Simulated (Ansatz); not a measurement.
## Functionals side by side, with their cost (level): SiO2 (P4_2/mnm, 6 atoms in the cell)

```
CELL_PARAMETERS angstrom
      4.22767     0.00000     0.00000
      0.00000     4.22767     0.00000
      0.00000     0.00000     2.68999
ATOMIC_POSITIONS crystal
  Si 0.50000 0.50000 0.50000
  Si 0.00000 0.00000 0.00000
  O  0.69316 0.69316 0.00000
  O  0.30684 0.30684 0.00000
  O  0.80684 0.19316 0.50000
  O  0.19316 0.80684 0.50000
```

Program: Ansatz (an electronic-structure program), default PAW files; each row names its functional.

Base settings: basis.ecutwfc = 30.9 Ry; kpoints.mp_grid.grid = 5 5 8; hamiltonian.xc = hse06; hamiltonian.pseudopotentials = {kind: paw}, with the files named one by one; scf.occupations.method = gaussian; scf.occupations.width = 0.0037 Ry.

Differences are taken from HSE06, a reference of convenience: it is no measurement, and no ranking of the functionals follows. Where a row names another cutoff or potentials, its difference holds that change too.

Core times come from one kind of shared machine and are given to one figure; runs under 30 s give none.

The starting cell comes from a database of computed structures (which also holds hypothetical and non-ambient phases and stackings), without a prior relaxation at this level. Its lattice was rescaled by a random factor within 2.5 % of one. In the base run, with a pressure of about -10 GPa the cell is away from its equilibrium volume at this level. Ansatz's pressure includes its estimate of the finite-basis (Pulay) stress.

```tsv
level	gap on the mesh less reference (eV)	pressure less reference (GPa)	largest difference in the force on any atom (eV/Å)	core time / reference (rough)
PBEsol (hamiltonian.pseudopotentials: {kind: paw}, with the files named one by one → {kind: paw} (the program's default PAW files))	-2.123	4.75	0.122	–
PBE0	0.767	-0.05	0.001	1
HSE06	0.000	0.00	0.000	1
```

Keys are those of Ansatz 0.2.
